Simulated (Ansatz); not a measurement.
Take KI in the rock salt structure (space group Fm-3m, No. 225; a = 7.0928 Å) as the base.

Calculations: Kohn–Sham DFT with the r2SCAN functional, run in Ansatz (a quantum-chemistry and plane-wave program) with PAW and 500 eV plane waves, spin-orbit coupling left out, earlier PAW set.

Base values:

```
Property           Result
---------------  --------
Volume per atom  44.60 Å³
```

Modification: every I is replaced by Te; the structure is relaxed again.

Q: What does the calculation give for the volume per atom after the change?

A: The volume per atom drops by 0.676 Å³ (44.60 Å³ → 43.93 Å³).

Whether these cells are dynamically stable was not tested. As relaxed here, KTe is a hypothetical phase, not in the database extracts checked. All final runs are without spin polarisation. An odd electron count without spin: KTe.
